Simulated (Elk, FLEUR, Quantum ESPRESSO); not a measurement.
Code comparison for TbSF (P4/nmm, 6 atoms in the cell)

Self-consistent single point, at a second geometry (lattice scaled by 0.98). First geometry:

```
CELL_PARAMETERS angstrom
      3.78629     0.00000     0.00000
      0.00000     3.78629     0.00000
      0.00000     0.00000     6.82318
ATOMIC_POSITIONS crystal
  Tb 0.00000 0.50000 0.77296
  Tb 0.50000 0.00000 0.22704
  S  0.50000 0.00000 0.64594
  S  0.00000 0.50000 0.35406
  F  0.50000 0.50000 0.00000
  F  0.00000 0.00000 0.00000
```
Moments meant for the start (each program seeds them in its own way; μB, in the order of the atoms Tb Tb S S F F): 6.0 6.0 0.0 0.0 0.0 0.0.

Shared settings, as Quantum ESPRESSO writes them: occupations = smearing; smearing = fd; degauss = 0.000734986 Ry; nspin = 2; K_POINTS = automatic 5 5 3 0 0 0. Potentials and cutoffs stand in the table.

```json
[
 {"code": "FLEUR", "model": "LDA (Perdew-Zunger), all-electron FLAPW (FLEUR), scalar-relativistic valence", "ΔF from the first geometry (meV/atom)": "-14.4", "size of the net moment (μB/atom)": "2.00", "cutoff": "Kmax 3.9 1/bohr"},
 {"code": "Elk", "model": "LDA (PW92), all-electron FP-LAPW, Elk's shipped species files, APW+lo basis with extra local orbitals", "ΔF from the first geometry (meV/atom)": "-18.5", "size of the net moment (μB/atom)": "2.00", "cutoff": "rgkmax 7.5"},
 {"code": "Quantum ESPRESSO", "model": "LDA (PZ), SSSP 1.1.2 efficiency (PBE) pseudopotentials", "ΔF from the first geometry (meV/atom)": "-12.1", "size of the net moment (μB/atom)": "2.00", "cutoff": "50 Ry"}
]
```

On FLEUR's run: spin-orbit coupling is off. The magnetic order is the one reached from the typed start; others were not searched systematically. With U or open f shells several self-consistent states can exist. The f electrons are in the valence without U or exact exchange, which can misplace them near the Fermi level. Spin-orbit terms, which matter for f shells, are left out.

The spread over the programs that give each value: ΔF from the first geometry within 6.4 meV/atom; size of the net moment within 0.00 μB/atom.

FLEUR and Elk treat all electrons, but the usual bases taken here (sphere radii, linearisation, local orbitals, empty states) were not tested for convergence, so the values are no reference for the others. The same LDA comes in different parametrisations, which differ slightly.

The shared mesh is coarse (it stands for a supercell whose shortest vector is 19 Å), so the values are not converged in it.

The starting cell comes from a database of computed structures (which also holds hypothetical and non-ambient phases and stackings), without a prior relaxation at this level. For this run, on top of that: lattice scaled by 0.98.

Left out of this page: Ansatz (with a known weakness of the program).
